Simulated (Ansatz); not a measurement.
# A computed series for HfO2: pressure series

Base system: HfO₂ (space group Pca2_1, No. 29; a = 5.2941 Å, b = 5.0690 Å, c = 5.1014 Å).

Cell and atoms are relaxed at each pressure.

Computed with PBE in Ansatz (plane waves to 420 eV, PAW, no SOC).

Candidates:
(a) pressure 5 GPa
(b) pressure 1.5 GPa
(c) pressure −2 GPa

Before the change:

The band gap comes out as 4.39 eV.

Problem. Order them by band gap, highest first.

Solution. (a) pressure 5 GPa (4.44 eV), (b) pressure 1.5 GPa (4.40 eV), (c) pressure −2 GPa (4.38 eV)

With Hf present, leaving out spin-orbit coupling can change the band edges. Load acts through the strain it causes; cell and atoms are relaxed under it. Stability against distortions was not tested. Competing high-pressure phases were not computed. This is not the structure that HfO2 has at room temperature and ambient pressure.

Ansatz is a program for electronic structure.
